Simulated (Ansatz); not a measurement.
V2O5 (C2/m, No. 12, 7 atoms in the cell; start mp-720166)

These are r²SCAN (PAW; Ansatz, an electronic-structure program) values and carry that method's errors.

Run with plane-wave cutoff 500 eV, 14×14×8 k mesh (along the axes of the cell as run), Fermi–Dirac smearing 0.05 eV, no spin polarisation, scalar-relativistic PAW data made under PBE.

Cell (relaxed at this level):

```yaml
crystal:
  lattice:
    - [5.50156, -1.43657, 0.22563]
    - [5.50156, 1.43657, 0.22563]
    - [-0.44893, 0.00000, 5.47334]
  atoms:
    - { symbol: V, position: [0.14523, 0.14523, 0.36853] }
    - { symbol: V, position: [0.85477, 0.85477, 0.63147] }
    - { symbol: O, position: [0.00000, 0.00000, 0.50000] }
    - { symbol: O, position: [0.62333, 0.62333, 0.17993] }
    - { symbol: O, position: [0.37667, 0.37667, 0.82007] }
    - { symbol: O, position: [0.31112, 0.31112, 0.37584] }
    - { symbol: O, position: [0.68888, 0.68888, 0.62416] }
```

For V2O5 (C2/m, No. 12, 7 atoms in the cell; start mp-720166), the band gap is 1.64 eV (on the SCF k mesh).

Note: the relaxation could not lower the start's symmetry, so the cell can be a saddle point above a distorted one.

The result took very roughly 28 core-minutes.

A start named mp-… is a Materials Project structure, which need not be a measured phase.
